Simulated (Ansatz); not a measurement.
BeS (F-43m): band-edge transport data

Data:

```
BeS
1.0
    0.00000     2.43631     2.43631
    2.43631     0.00000     2.43631
    2.43631     2.43631     0.00000
Be S
1 1
Direct
  0.00000   0.00000   0.00000
  0.75000   0.75000   0.75000
```

All values below come from PBEsol with spin-orbit coupling, rigid bands (plane waves, PAW; Ansatz, an electronic-structure program). Condition of this run: hydrostatic pressure -2 GPa (the target of the relaxation). Cell: cell and atoms relaxed with PBEsol, then loaded as said.

```json
{
 "band_gap": "2.92 eV",
 "electron conductivity mass (300 K, dilute)": "0.37 mₑ",
 "hole conductivity mass (300 K, dilute)": "0.78 mₑ",
 "effective density of states N_c (300 K)": "2.0e19 cm⁻³",
 "effective density of states N_v (300 K)": "4.5e19 cm⁻³",
 "density_of_states_mass_electrons": "0.86 mₑ",
 "density_of_states_mass_holes": "1.47 mₑ",
 "Seebeck coefficient, n-type 1e19 cm⁻³, 300 K": "-276 μV/K",
 "best n-type power factor at 300 K for τ = 10 fs (best axis; densities from 1e16 to 1e21 cm⁻³ tried, whether or not they can be reached)": "8.6 μW/(cm·K²) at 1e20 cm⁻³",
 "Seebeck coefficient, p-type 1e19 cm⁻³, 300 K": "371 μV/K",
 "best p-type power factor at 300 K for τ = 10 fs (best axis; densities from 1e16 to 1e21 cm⁻³ tried, whether or not they can be reached)": "16.7 μW/(cm·K²) at 3e20 cm⁻³"
}
```

Rigid bands; masses and Seebeck coefficients take one relaxation time τ for all states and one kind of carrier; polarons and phonon drag are left out.
